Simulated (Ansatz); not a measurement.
Ag under a change: biaxial strain +1.43 %, plane normal [001], relaxed out of plane

The reference is Ag in the fcc (Cu type) structure (space group Fm-3m, No. 225; a = 4.105 Å; relaxed with 0.1 eV smearing). Axes: x, y, z lie along the cube axes.

Modification: tensile biaxial strain of 1.43 % in the plane normal to [001], as in epitaxy on a mismatched substrate; the out-of-plane cell vector and the atoms relax.

Computed with r2SCAN (Ansatz, a program for electronic structure; PAW; 500 eV plane waves; no SOC), earlier PAW set. k-mesh 28×28×28 (Γ-centred); smearing 0.1 eV (Fermi–Dirac).

| quantity | base | changed | shift |
|---|---|---|---|
| volume per atom | 17.29 Å³ | 17.40 Å³ | +0.11 Å³ |
| shortest interatomic distance | 2.902 Å | 2.892 Å | -0.010 Å |
| energy relative to the base (free energy F) | 0 meV/atom | +1.5 meV/atom | +1.5 meV/atom |
| pressure (mean of the normal stresses, compression positive) | 0.0 GPa | -0.6 GPa | -0.6 GPa |
| band gap | zero | zero | – |
| out-of-plane strain | – | -2.16 % | – |
| ratio −ε⊥/ε∥ | – | 1.51 | – |
| mean in-plane stress (compression positive) | – | -0.9 GPa | – |

Final structure (turned so that z lies along the plane normal):

```xyz
1
Lattice="2.9439 0.0000 0.0000 0.0000 2.9439 0.0000 1.4720 -1.4720 2.0079" Properties=species:S:1:pos:R:3 pbc="T T T"
Ag     0.0000     0.0000     0.0000
```

Stability against distortions was not tested.
